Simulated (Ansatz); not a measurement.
Consider MgSe in the rock salt structure (space group Fm-3m, No. 225; a = 5.472 Å).

Modification: a hydrostatic pressure of 7.5 GPa.

The values are results of r2SCAN (Ansatz, an electronic-structure program), scalar-relativistic without spin-orbit coupling, not measurements.

Base, band edges from the VBM (valence, conduction): X -1.79, 2.48; W -2.47, 5.15; L -0.60, 4.52; Γ 0.00, 3.44; K -1.44, 3.69; U -1.44, 3.69 eV.

Problem. Give the band edges at the high-symmetry points of the new zone, measured from its valence-band maximum.

Solution. 
```
point  valence edge (eV)  conduction edge (eV)
-----  -----------------  --------------------
Γ                   0.00                  4.15
X                  -2.03                  2.64
U                  -1.66                  3.80
K                  -1.66                  3.80
L                  -0.72                  4.64
W                  -2.77                  5.52
```

The gap is 2.64 eV, indirect, Γ → X.

Load acts through the strain it causes; cell and atoms are relaxed under it. Whether these cells are dynamically stable was not tested. Competing high-pressure phases were not computed.
